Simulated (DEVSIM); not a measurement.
Device: illuminated Si n-on-p cell, one wavelength, with a back-surface field, at 350 K.

Layer 1 from the left is Si, thickness (μm) 0.220, Nd (cm⁻³) 9e18, τn (s) 1.9e-7, τp (s) 4.4e-8, absorption coefficient (cm⁻¹) 4000. Layer 2 from the left is Si, thickness (μm) 120, Na (cm⁻³) 2.1e16, τn (s) 3.4e-7, τp (s) 3.4e-7, absorption coefficient (cm⁻¹) 4000. Layer 3 from the left is Si, thickness (μm) 1.40, Na (cm⁻³) 1.3e18, τn (s) 3.4e-7, τp (s) 3.4e-7, absorption coefficient (cm⁻¹) 4000.

Left contact: ohmic, minority hole recombination velocity 200 cm/s. Right contact: ohmic, minority electron recombination velocity 80000 cm/s. Voltage is applied to the left contact. Recombination: SRH at mid-gap, radiative, Auger. Light enters at the left, 4e16 photons cm⁻² s⁻¹, one pass, no reflection. Mobility is μmin + (μ − μmin)/(1 + (N/Nref)^α).

This is a model device: material constants are rounded textbook-type values typed into the input, and sizes, dopings and lifetimes were drawn at random. Values at 300 K; Nc and Nv go as T^1.5, mobilities as T to minus their exponent, the gap by Varshni's rule with the affinity fixed.

Si: gap (eV) 1.124, affinity (eV) 4.05, permittivity 11.7, Nc (cm⁻³) 2.86e19, Nv (cm⁻³) 3.1e19, μn (cm²/Vs) 1417, μp (cm²/Vs) 470, μn,min 52, μp,min 45, Nref,n 9.7e16, Nref,p 2.2e17, αn 0.68, αp 0.72, T exponent of μn 2.3, T exponent of μp 2.2, B (cm³/s) 4.7e-15, Cn (cm⁶/s) 2.8e-31, Cp (cm⁶/s) 9.9e-32, Varshni α (eV/K) 0.000473, Varshni β (K) 636.

Model (solved in DEVSIM): 1D drift-diffusion, Boltzmann statistics, complete ionisation; no tunnelling, impact ionisation, image-force lowering or self-heating.

Dark forward current:

```csv
|V| (V),|J| (A/cm²)
0.05,3.357e-7
0.10,1.201e-6
0.15,3.836e-6
0.20,1.320e-5
0.25,5.155e-5
0.30,0.0002263
0.35,0.001077
0.40,0.005369
0.45,0.02727
0.50,0.1362
0.55,0.6073
0.60,2.020
0.65,4.736
0.70,8.735
0.75,14.09
0.80,21.16
0.85,30.74
0.90,44.29
0.95,64.34
1.00,94.98
1.05,142.4
1.10,215.1
1.15,323.4
1.20,478.4
1.25,690.5
1.30,968.4
```

Task: Work out the local ideality factor n = ΔV / (kT/q · ln(J2/J1)) between the rows 0.15 and 0.20 V, 0.40 and 0.45 V, 1.25 and 1.30 V.

Result: kT/q = 30.16 mV. From 0.15 to 0.20 V: ln(1.320e-5/3.836e-6) = 1.236, n = 1.34. From 0.40 to 0.45 V: ln(0.02727/0.005369) = 1.625, n = 1.02, near the 1 of diffusion or emission over a barrier. From 1.25 to 1.30 V: ln(968.4/690.5) = 0.338, n = 4.90.

Task: What current could the absorbed light give at most, and what share is collected?

Result: Σ αd = 48.6, so qΦ(1 − exp(−Σ αd)) = 6.41 mA/cm². The simulated short-circuit current is 5.960 mA/cm², a share of 0.93.

Task: Estimate the open-circuit voltage by superposition: the voltage at which the dark current equals that short-circuit current.

Result: Interpolating ln J in the table gives 0.403 V. The simulation gives 0.403 V, the same within the digits that matter. Superposition holds where collection doesn't change with voltage.

Task: Estimate the fill factor from FF0 = (v − ln(v + 0.72))/(v + 1), v = qVoc/(nkT), with n from the dark curve.

Result: The rows about Voc, 0.40 and 0.45 V, give n = 1.02, so v = 13.1 and FF0 = 0.743. The simulation gives 0.738, the same within the digits that matter.
